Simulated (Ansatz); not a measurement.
The starting structures come from a database of crystals and need not be the phases stable at ambient conditions.

 Where the default PAW files enter, the runs use the earlier of Ansatz's two default sets.

By PBEsol, the system below comes out a metal.

A figure of merit of an interconnect metal is its ballistic conductance per area.

Input:

```
BiIn
1.0
    4.81260     0.00000     0.00000
    0.00000     4.81260     0.00000
    0.00000     0.00000     5.11783
In Bi
2 2
Direct
  0.50000   0.50000   0.00000
  0.00000   0.00000   0.00000
  0.50000   0.00000   0.36001
  0.00000   0.50000   0.63999
```

Space group of this cell: P4/nmm. The cell is strained (all lengths scaled by 0.98); by PBEsol its mean pressure is 1.3 GPa.

The current flows along the normal of the first two printed cell vectors, the (001) plane of the conventional cell. No spin-orbit coupling; the value is a mean over 0.1 eV about the Fermi level.

Task: Give the ballistic conductance per area that PBEsol run with Ansatz (a first-principles code) yields.

Result: 0.20 × 10¹⁵ S/m² for both spins.
